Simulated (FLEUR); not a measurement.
## Convergence study of the k-point mesh for Pd (Fm-3m, 1 atom in the cell)

```xyz
1
Lattice="0.0000 1.9508 1.9508 1.9508 0.0000 1.9508 1.9508 1.9508 0.0000" Properties=species:S:1:pos:R:3 pbc="T T T"
Pd     0.0000     0.0000     0.0000
```

Computed with FLEUR with PBE, all-electron FLAPW (FLEUR), scalar-relativistic valence.

Base settings: Kmax = 4.1 1/bohr; GmaxXC = 12.3 1/bohr; xcFunctional = pbe; jspins = 1; l_soc = F; mode = hist; fermiSmearingEnergy = 0.00367493 Htr; mesh (inpgen div1-3) = 10 10 10; inpgen gamma flag = true; Gmax = 12.3 1/bohr.

Moved along: kpt_gamma.

The second cell is the first with its lattice scaled by 0.98.

Only quantities that move along the ladder and can be compared are tabulated.

The starting cell has typed, rounded lattice constants, without a prior relaxation at this level. Its lattice was rescaled by up to half a per cent. Spin polarisation is off. Values depend on the basis (sphere radii, cutoffs, local orbitals), which need not be converged.

| kpt_div | free energy less the last step's (meV/atom) | energy of the compressed cell less the first (meV/atom) |
|---|---|---|
| 2 2 2 | 3224.70 | 406.56 |
| 3 3 3 | 778.55 | 143.39 |
| 4 4 4 | -155.17 | 71.90 |
| 5 5 5 | 138.63 | 87.41 |
| 6 6 6 | -9.38 | 67.01 |
| 7 7 7 | -12.46 | 75.72 |
| 8 8 8 | 23.12 | 77.11 |
| 9 9 9 | -5.69 | 72.07 |
| 10 10 10 | -7.29 | 72.27 |
| 11 11 11 | 10.81 | 75.60 |
| 12 12 12 | -4.45 | 72.35 |
| 14 14 14 | 4.83 | 74.33 |
| 15 15 15 | -3.39 | 72.71 |
| 17 17 17 | 1.60 | 73.40 |
| 19 19 19 | 1.18 | 73.86 |
| 21 21 21 | -0.79 | 73.39 |
| 25 25 25 | 0.46 | 73.53 |
| 31 31 31 | 0.04 | 73.43 |
| 35 35 35 | -0.02 | 73.45 |
| 43 43 43 | 0.00 | 73.43 |

Coarsest kpt_div that holds the energy of the compressed cell less the first within 2 meV/atom of the last step, with all finer ones: 12 12 12; the step before is off by 2.2 meV/atom.

Coarsest kpt_div that holds the free energy within 0.5 meV/atom of the last step, with all finer ones: 25 25 25; the step before is off by 0.79 meV/atom.

The energy difference between the two cells stays within 1 meV/atom of the last step's from 14 14 14 on, the total only from 21 21 21 on: much of the error is common to both cells and cancels.
